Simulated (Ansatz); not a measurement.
# Hypothetical diamond La: pressure series

Consider La in the diamond structure (space group Fd-3m, No. 227; a = 6.680 Å; a hypothetical phase, not in the database extracts checked).

Cell and atoms are relaxed at each pressure.

Computed with Ansatz (a quantum-chemistry and plane-wave program), PBE, PAW, cutoff 420 eV, scalar-relativistic without spin-orbit coupling.

```csv
pressure (GPa),volume per atom (Å³/atom)
-1,38.178
0,37.252
0.3,37.006
0.7,36.694
1.5,?
3,35.172
5,34.122
7.5,33.030
10,32.111
```

Problem. Fit the third-order Birch–Murnaghan form P(V) = (3B₀/2)[(V₀/V)^(7/3) − (V₀/V)^(5/3)]·[1 + (3/4)(B₀′ − 4)((V₀/V)^(2/3) − 1)] (squares taken in P) to the rows shown and predict the withheld row.

Solution. Least squares on the printed values gives V₀ = 37.257 Å³/atom, B₀ = 44.4 GPa, B₀′ = 5.6; this predicts 36.120 Å³/atom, and the run gives 36.113 Å³/atom, 0.007 lower.

Load acts through the strain it causes; cell and atoms are relaxed under it. No phonon test of stability was made. No other phases were tried under pressure.
